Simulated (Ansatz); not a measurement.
Defect migration in fcc Cu: Os-vacancy pair (Os on one host Cu site, one Cu site vacant), neutral cell. Calculation: PBE, PAW (plane waves to 420 eV; Ansatz, an electronic-structure program).

32-site cell at the relaxed PBE lattice, a 2×2×2 k-point mesh shifted by half a step, smearing 0.10 eV, spin-restricted, no finite-size correction. Static, classical nuclei. Spin-orbit coupling is left out. Forms of the defect that were not tried may lie lower.

Barriers: single points on a 4×4×4 k-point mesh shifted by half a step at the bands' geometries.

The step: direct exchange of Os with the vacancy (Os-vacancy distance between ideal sites 2.57 Å throughout). Atoms about the jump, Cartesian Å from the middle of the jump, before and after:

```csv
atom,x0,y0,z0,x1,y1,z1
Os1,0.00,-0.88,-0.88,0.00,0.88,0.88
Cu2,1.81,-0.88,0.92,1.81,-0.92,0.88
Cu3,-1.81,-0.88,0.92,-1.81,-0.92,0.88
Cu4,1.81,0.92,-0.89,1.81,0.89,-0.92
Cu5,-1.81,0.92,-0.89,-1.81,0.89,-0.92
Cu6,0.00,0.92,-2.73,0.00,0.87,-2.69
Cu7,0.00,-2.73,0.92,0.00,-2.69,0.87
Cu8,0.00,-0.87,2.69,0.00,-0.92,2.73
Cu9,0.00,2.69,-0.87,0.00,2.73,-0.92
```

Problem. Where do these atoms stand at the saddle point, and how high is it?

Solution. 
| atom | x | y | z |
|---|---|---|---|
| Os1 | 0.00 | 0.00 | -0.01 |
| Cu2 | 2.03 | -0.97 | 0.96 |
| Cu3 | -2.03 | -0.97 | 0.96 |
| Cu4 | 2.04 | 0.96 | -0.98 |
| Cu5 | -2.03 | 0.96 | -0.98 |
| Cu6 | 0.00 | 0.85 | -2.63 |
| Cu7 | 0.00 | -2.62 | 0.85 |
| Cu8 | 0.00 | -0.86 | 2.61 |
| Cu9 | 0.00 | 2.62 | -0.87 |
It lies 1.32 eV above the start and 1.32 eV above the end. The program found a first-order saddle point.
